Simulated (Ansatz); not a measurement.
**A computed series for Re: pressure series**

Take Re in the hcp (Mg type) structure (space group P6_3/mmc, No. 194; a = 2.751 Å, c = 4.441 Å) as the base.

Cell and atoms are relaxed at each pressure.

Level of theory: PBEsol (Ansatz, an electronic-structure program; PAW; 420 eV plane waves; no spin-orbit coupling).

```
pressure (GPa)  volume per atom (Å³/atom)
--------------  -------------------------
-2                                 14.629
-1                                 14.591
0                                  14.553
3                                  14.443
15                                 14.046
30                                 13.619
50                                      ?
75                                 12.637
100                                12.215
```

### Question
Fit the third-order Birch–Murnaghan form P(V) = (3B₀/2)[(V₀/V)^(7/3) − (V₀/V)^(5/3)]·[1 + (3/4)(B₀′ − 4)((V₀/V)^(2/3) − 1)] (squares taken in P) to the rows shown and predict the withheld row.

### Answer
Least squares on the printed values gives V₀ = 14.553 Å³/atom, B₀ = 393 GPa, B₀′ = 4.3; this predicts 13.137 Å³/atom, and the run gives 13.138 Å³/atom, in agreement.

Load acts through the strain it causes; cell and atoms are relaxed under it. No phonon test of stability was made. Competing high-pressure phases were not computed. The final runs are not spin-polarised.
